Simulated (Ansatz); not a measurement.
# Ag (model structure, P6/mmm, No. 191, 1 atoms in the cell): equilibrium lattice constant a by level of theory

No measured value is used here.

```tsv
level (code)	value (Å)
LDA (Ansatz)	2.740
PBE (Ansatz)	2.844
PBEsol (Ansatz)	2.778
r²SCAN (Ansatz)	[?]
```

Task: Some entries are withheld; supply them.

Result: 
- r²SCAN (Ansatz, a program for electronic structure), value (Å): 2.812

Cutoffs differ between the levels. Ansatz's density-functional and Hartree–Fock values are scalar-relativistic unless marked +SOC, with PAW data made under PBE.

A model structure was made by putting elements into a prototype or built by hand; it is no filed structure, need not be a known phase, and can be a saddle point held by its symmetry.
